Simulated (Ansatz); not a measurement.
System: L1₂ (Cu3Au-type) Al3Sc. Method: r²SCAN-D4 (Ansatz, a first-principles code, plane waves, PAW).

Run with plane-wave cutoff 560 eV, 14×14×14 k mesh, Fermi–Dirac smearing 0.05 eV, scalar-relativistic PAW data made under PBE.

Computed at the level's own relaxed cell.

Q: Give the computed equilibrium volume per atom, bulk modulus, lattice constant a and pressure derivative B′ of the bulk modulus.

A: 
* **equilibrium volume per atom**: 16.88 Å³/atom
* **bulk modulus**: 96.3 GPa
* **lattice constant a**: 4.072 Å
* **pressure derivative B′ of the bulk modulus**: 4.0

The run finds no gap.

Measured, for comparison: equilibrium volume per atom 17.27 Å³/atom, lattice constant a 4.103 Å (room temperature, not corrected to a static lattice; as tabulated in A Combined Experimental and First-Principles Based Assessment of …); bulk modulus 91.5 ± 1 GPa (298 K, not corrected to a static lattice, polycrystal; as tabulated in A Combined Experimental and First-Principles Based Assessment of …). Computed (rounded) less measured: equilibrium volume per atom -2.3 %, bulk modulus +5 %, lattice constant a -0.8 %. A static lattice is as a rule a little smaller and stiffer than an uncorrected measurement, which narrows the difference in the bulk modulus, lattice constant a and would widen misses of the other sign.

The computed numbers hold no vibrational or temperature effects.
